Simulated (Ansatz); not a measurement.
Cell of rock-salt PbS (1 1 1) on zinc-blende InAs (1 1 1) (film strained to the substrate, started from cuts of the bulks and a machine-learned relaxation; metallic at this level, with no gap by band count; slabs As4In4 and Pb4S4, which can lie off the formulas), relaxed at this level with a, b, gamma of the cell held:

```yaml
crystal:
  lattice:
    - [4.37224, 0.00230, 0.14617]
    - [2.18883, 3.78542, -0.11183]
    - [1.17575, -2.36863, 28.86971]
  atoms:
    - { symbol: As, position: [0.06459, 0.27923, 0.03206] }
    - { symbol: As, position: [0.26819, 0.74153, 0.15663] }
    - { symbol: As, position: [0.47736, 0.20016, 0.28113] }
    - { symbol: As, position: [0.68708, 0.65586, 0.40556] }
    - { symbol: In, position: [0.96582, 0.37644, 0.12477] }
    - { symbol: In, position: [0.17528, 0.83522, 0.24930] }
    - { symbol: In, position: [0.38474, 0.29121, 0.37372] }
    - { symbol: In, position: [0.59728, 0.74987, 0.49863] }
    - { symbol: Pb, position: [0.82317, 0.19244, 0.61178] }
    - { symbol: Pb, position: [0.03620, 0.65128, 0.73545] }
    - { symbol: Pb, position: [0.24353, 0.10878, 0.85957] }
    - { symbol: Pb, position: [0.44363, 0.56540, 0.98656] }
    - { symbol: S, position: [0.23329, 0.44773, 0.53048] }
    - { symbol: S, position: [0.44417, 0.90252, 0.65706] }
    - { symbol: S, position: [0.65603, 0.36275, 0.78146] }
    - { symbol: S, position: [0.86447, 0.82192, 0.90573] }
```

Computed with PBE (plane waves to 420 eV, PAW; Ansatz, a first-principles code). Scalar-relativistic, without spin–orbit coupling; the runs are not spin-polarised. Its k-point mesh 6×6×1, Fermi–Dirac width 0.05 eV.

**Question.** Give the plane-averaged electrostatic potential energy of an electron along the normal (the smooth PAW potential), about its mean over the cell.

**Answer.** 
```csv
z (Å),V (eV)
0.000,-3.84
0.287,-2.99
0.573,0.25
1.003,2.80
1.290,2.84
1.577,3.46
1.863,5.20
2.293,5.66
2.580,4.47
2.866,1.77
3.153,-1.22
3.583,-4.21
3.870,-5.05
4.156,-3.02
4.443,0.15
4.873,1.73
5.160,2.71
5.446,4.63
5.733,5.31
6.020,4.74
6.449,1.28
6.736,-1.64
7.023,-3.69
7.309,-5.20
7.739,-3.09
8.026,0.05
8.313,1.33
8.599,1.87
9.029,4.46
9.316,5.06
9.603,4.42
9.889,2.36
10.319,-2.05
10.606,-4.06
10.892,-5.51
11.179,-4.63
11.466,-1.49
11.896,1.09
12.182,1.66
12.469,3.39
12.756,4.71
13.186,4.14
13.472,2.11
13.759,-0.85
14.046,-3.14
14.475,-5.16
14.762,-5.95
15.049,-4.46
15.335,-2.26
15.765,1.20
16.052,3.54
16.339,3.87
16.625,2.19
17.055,-2.60
17.342,-3.95
17.629,-4.28
17.915,-4.16
18.202,-3.65
18.632,-1.76
18.918,-0.87
19.205,0.46
19.492,2.78
19.922,4.08
20.208,2.13
20.495,-1.27
20.782,-3.24
21.212,-3.87
21.498,-3.63
21.785,-2.97
22.072,-1.71
22.501,-0.37
22.788,0.98
23.075,3.31
23.361,4.55
23.648,3.67
24.078,-1.14
24.365,-2.95
24.651,-3.45
24.938,-3.40
25.368,-2.45
25.655,-1.17
25.941,-0.31
26.228,0.76
26.658,4.04
26.944,5.24
27.231,4.56
27.518,1.55
27.948,-2.51
28.234,-3.37
28.521,-3.72
```
